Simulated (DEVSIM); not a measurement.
System: Mo/La2O3/p-Ge capacitor, at 250 K.

Layer 1 from the left is La2O3, thickness (nm) 1.70. Layer 2 from the left is Ge, thickness (nm) 9600, Na (cm⁻³) 3.8e15.

Metal gate on the left, work function 4.6 eV. Fixed charge at the semiconductor interface -2.2e10 cm⁻² (in units of +e); no interface traps.

This is a model device: material constants are rounded textbook-type values typed into the input, and sizes, dopings and lifetimes were drawn at random. Values at 300 K; Nc and Nv go as T^1.5, mobilities as T to minus their exponent, the gap by Varshni's rule with the affinity fixed.

La2O3: gap (eV) 5.8, affinity (eV) 1.8, permittivity 27. Ge: gap (eV) 0.664, affinity (eV) 4, permittivity 16, Nc (cm⁻³) 1.04e19, Nv (cm⁻³) 6e18, Varshni α (eV/K) 0.000477, Varshni β (K) 235.

Question: Estimate by hand the flat-band voltage, the threshold voltage, and compare with a numerical solution.

Answer: 
- Flat-band voltage: C = 14.1 μF/cm², work-function difference 0.070 V; VFB = φms − qNf/C = 0.07 V; numerical 0.07 V.
- Threshold voltage: φF = 0.183 V, depletion charge √(4εqNφF) = 2.51e-8 C/cm²; VT = VFB + 2φF + Qd/C = 0.44 V; numerical 0.44 V.

DEVSIM, 1D Poisson equation in equilibrium, Boltzmann statistics, complete ionisation; no quantum confinement or tunnelling. Metal contacts follow the ideal Schottky-Mott rule: no Fermi-level pinning, no interface dipoles.
